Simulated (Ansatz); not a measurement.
Start from Lu in the hcp (Mg type) structure (space group P6_3/mmc, No. 194; a = 3.506 Å, c = 5.482 Å; relaxed with 0.1 eV smearing).

The values are results of PBE (Ansatz, a program for electronic structure), spin-orbit coupling left out, not measurements.

Base values:

The pressure is 0.0 GPa and the band gap comes out as zero.

It is then changed as follows: every lattice vector is shortened by 3.00 %, atoms relaxed at fixed cell.

Task: What does the calculation give for the pressure, energy relative to the base and band gap after the change?

Result: The pressure (mean of the normal stresses, compression positive) goes from zero to 4.9 GPa; the energy grows by 36 meV/atom; the band gap is still zero.

The cells carry an imposed strain or load. Whether these cells are dynamically stable was not tested.
